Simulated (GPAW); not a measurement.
Worked example: self-consistent single point of In₂Ni₃S₂ (R-3m, 7 atoms in the cell) in GPAW.

Computed with PBEsol, GPAW PAW datasets PBEsol (made by gpaw-setup) (plane waves; GPAW 25.7.0).

```yaml
crystal:
  lattice:
    - [2.73482, 1.57895, 4.57088]
    - [-2.73482, 1.57895, 4.57088]
    - [0.00000, -3.15790, 4.57088]
  atoms:
    - { symbol: In, position: [0.50000, 0.50000, 0.50000] }
    - { symbol: In, position: [0.00000, 0.00000, 0.00000] }
    - { symbol: Ni, position: [0.50000, 0.00000, 0.00000] }
    - { symbol: Ni, position: [0.00000, 0.50000, 0.00000] }
    - { symbol: Ni, position: [0.00000, 0.00000, 0.50000] }
    - { symbol: S, position: [0.72308, 0.72308, 0.72308] }
    - { symbol: S, position: [0.27692, 0.27692, 0.27692] }
```

Reference input (self-consistent single point, DFT LDA (Perdew-Wang 92), plane waves, GPAW PAW datasets LDA (gpaw-data 1.0.1)): mode = pw; ecut = 850 eV; xc = LDA; kpts = 5 5 5; mesh shift (steps) = 0 0 0; occupations.name = fermi-dirac; occupations.width = 0.136 eV; nbands = -15; convergence.density = 1e-05 e/electron; convergence.energy = 1e-05 eV/electron; symmetry.symmorphic = false; symmetry.tolerance = 0.0005. This run's input differs from it in these lines:

```diff
@@ -18,3 +18,3 @@
 calc = GPAW(mode=PW(850),
-            xc='LDA',
+            xc='PBEsol',
             kpts=(5, 5, 5),
```

Its files differ too (potentials: GPAW PAW datasets PBEsol (made by gpaw-setup)).

Output (repeated stretches shortened):

```
     iter     time        total  log10-change:
                         energy   eigst   dens
iter:   1 --:--:--   -46.106577
iter:   2 --:--:--   -43.944857   -0.40  -1.41
iter:   3 --:--:--   -42.381754   -0.90  -1.49
iter:   4 --:--:--   -42.301755   -2.20  -1.59
iter:   5 --:--:--   -42.377498   -1.36  -1.68
iter:   6 --:--:--   -42.315305   -2.62  -1.84
iter:   7 --:--:--   -42.052292   -1.84  -1.87
iter:   8 --:--:--   -42.053724   -3.33  -2.59
iter:   9 --:--:--   -42.052562   -4.88  -2.66
iter:  10 --:--:--   -42.053309   -3.80  -2.67
iter:  11 --:--:--   -42.052888c  -4.43  -2.98
iter:  12 --:--:--   -42.052325   -5.61  -3.21
iter:  13 --:--:--   -42.052293c  -4.95  -3.24
iter:  14 --:--:--   -42.052044c  -6.11  -3.65
iter:  15 --:--:--   -42.052125c  -7.16  -3.75
iter:  16 --:--:--   -42.052167c  -7.24  -3.85
iter:  17 --:--:--   -42.052170c  -6.98  -3.93
iter:  18 --:--:--   -42.052113c  -7.08  -4.03
iter:  19 --:--:--   -42.052086c  -6.88  -4.15
iter:  20 --:--:--   -42.052092c  -7.84c -4.68
iter:  21 --:--:--   -42.052092c  -9.12c -4.86
iter:  22 --:--:--   -42.052088c  -9.02c -4.94
iter:  23 --:--:--   -42.052090c  -9.16c -4.95
iter:  24 --:--:--   -42.052087c  -9.09c -4.96
iter:  25 --:--:--   -42.052084c  -9.35c -5.04c
Converged after 25 iterations.

Dipole moment: (0.000000, 0.000000, -0.000000) |e|*Ang

Energy contributions relative to reference atoms: (reference = -465483.383596)

Kinetic:        +41.408681
Potential:      -33.689170
External:        +0.000000
XC:             -50.369577
Entropy (-ST):   -0.213029
Local:           +0.704496
SIC:             +0.000000
--------------------------
Free energy:    -42.158599
Extrapolated:   -42.052084

Showing only first 2 kpts
 Kpt  Band  Eigenvalues  Occupancy
  0    41      6.22254    1.99976
  0    42      6.78085    1.98548
  0    43      7.19875    1.72719
  0    44      7.19877    1.72714

  1    41      6.46900    1.99852
  1    42      7.42718    1.08270
  1    43      7.77833    0.16389
  1    44      8.19645    0.00822

Fermi level: 7.44973

No gap
   [... lines left out ...]
  1 In   -0.00000    0.00000    0.00000
  2 Ni    0.00000    0.00000    0.00000
  3 Ni   -0.00000    0.00000    0.00000
  4 Ni    0.00000   -0.00000    0.00000
  5 S     0.00000   -0.00000    0.42687
  6 S     0.00000    0.00000   -0.42687

Stress tensor:
     0.040606     0.000000     0.000000
     0.000000     0.040606     0.000000
     0.000000     0.000000     0.041213
Stress (GPa, Voigt): [6.5058 6.5058 6.6031 0.     0.     0.    ]
```

The run converged in 25 iterations. GPAW prints stress with tension positive. Against the reference run the pressure goes from -10.16 to -6.54 GPa and the largest force goes from 0.844 to 0.427 eV/Å.

The starting cell comes from a database of computed structures (which also holds hypothetical and non-ambient phases and stackings), without a prior relaxation at this level. Its lattice was rescaled by a random factor within 2.5 % of one. Spin polarisation is off, so a magnetic state, if there is one, cannot be reached. With a pressure of about -7 GPa the cell is away from its equilibrium volume at this level.

Cost on one core of a shared machine: roughly 7 min.
